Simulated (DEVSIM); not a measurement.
Structure: abrupt Ge n-p junction, at 350 K.

Layer 1 from the left is Ge, thickness (μm) 18.0, Nd (cm⁻³) 9.4e17, τn (s) 5.7e-7, τp (s) 5.7e-7. Layer 2 from the left is Ge, thickness (μm) 1.40, Na (cm⁻³) 7.9e16, τn (s) 5.7e-7, τp (s) 5.7e-7.

Left contact: ohmic. Right contact: ohmic. Voltage is applied to the left contact. Recombination: SRH at mid-gap, radiative. Mobility is constant in doping.

The device is made up for the run: typed textbook-type constants, with dimensions and the other settings drawn at random. Values at 300 K; Nc and Nv go as T^1.5, mobilities as T to minus their exponent, the gap by Varshni's rule with the affinity fixed.

Ge: gap (eV) 0.664, affinity (eV) 4, permittivity 16, Nc (cm⁻³) 1.04e19, Nv (cm⁻³) 6e18, μn (cm²/Vs) 3900, μp (cm²/Vs) 1900, T exponent of μn 1.66, T exponent of μp 2.33, B (cm³/s) 6.4e-14, Varshni α (eV/K) 0.000477, Varshni β (K) 235.

### Question
Estimate by hand the built-in potential, the peak field at zero bias, and compare with a numerical solution.

### Answer

- Built-in potential: ni = √(Nc Nv) exp(−Eg/2kT) = 2.28e14 cm⁻³ with Eg = 0.644 eV; Vbi = kT/q ln(Na Nd/ni²) = 0.427 V; numerical 0.427 V.
- Peak field at zero bias: depletion approximation: W = √(2εVbi/(qN)) = 0.102 μm with N = 7.29e16 cm⁻³; field = 2Vbi/W = 83900 V/cm; numerical 83500 V/cm.

Simulated with DEVSIM: 1D drift-diffusion, Boltzmann statistics, complete ionisation; no tunnelling, impact ionisation, image-force lowering or self-heating.
